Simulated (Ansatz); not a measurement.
# TaSi₂ (space group P6_222, No. 180)

```
CELL_PARAMETERS angstrom
      4.80299     0.00000     0.00000
     -2.40149     4.15951     0.00000
      0.00000     0.00000     6.60342
ATOMIC_POSITIONS crystal
  Ta 0.50000 0.00000 0.00000
  Ta 0.50000 0.50000 0.33333
  Ta 0.00000 0.50000 0.66667
  Si 0.15903 0.31806 0.00000
  Si 0.84097 0.15903 0.33333
  Si 0.68194 0.84097 0.66667
  Si 0.84097 0.68194 0.00000
  Si 0.15903 0.84097 0.33333
  Si 0.31806 0.15903 0.66667
```

All numbers come from Kohn–Sham DFT with the PBE functional, run in Ansatz (a quantum-chemistry and plane-wave program) with PAW and 420 eV plane waves, spin-orbit coupling left out. Γ-centred 11×11×7 mesh, Fermi–Dirac width 0.05 eV.

```json
{
 "volume_per_atom": "14.66 Å³",
 "density": "8.95 g/cm³",
 "band_gap": "zero",
 "total_energy": "-3735.103 eV/atom (σ→0; compares only within this code and set-up)"
}
```

Stability against distortions was not tested. All final runs are without spin polarisation. An odd electron count without spin: TaSi2.
